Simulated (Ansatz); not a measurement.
The reference is BaTiO₃ in the cubic perovskite structure (space group Pm-3m, No. 221; a = 3.994 Å). Axes: x, y, z lie along the cube axes.

Computed with r2SCAN in Ansatz (plane waves to 500 eV, PAW, no spin-orbit coupling).

Strains are applied to the cell and any free atomic positions relax; under biaxial strain the out-of-plane vector relaxes too.

One change was made to it. Results:

```json
[
 {"quantity": "energy relative to the base (free energy F)", "base": "0 meV/atom", "after": "+187 meV/atom"},
 {"quantity": "smallest direct gap", "base": "2.28 eV", "after": "1.98 eV"},
 {"quantity": "band gap", "base": "2.17 eV", "after": "1.74 eV"}
]
```

Task: Which change produced these results?
A. isotropic strain +5.49 %
B. isotropic strain +5.95 %
C. biaxial strain −0.52 %, plane normal [001], relaxed out of plane

Result: B, isotropic strain +5.95 %. For comparison, the energy relative to the base in the other runs: biaxial strain −0.52 %, plane normal [001], relaxed out of plane gives +0.8 meV/atom; isotropic strain +5.49 % gives +162 meV/atom.

Stability against distortions was not tested. The final runs are not spin-polarised. Many cubic perovskites are stable only at high temperature; tilts and polar distortions were not tested. This is not the structure that BaTiO3 has at room temperature and ambient pressure.

Ansatz is a quantum-chemistry and plane-wave program.
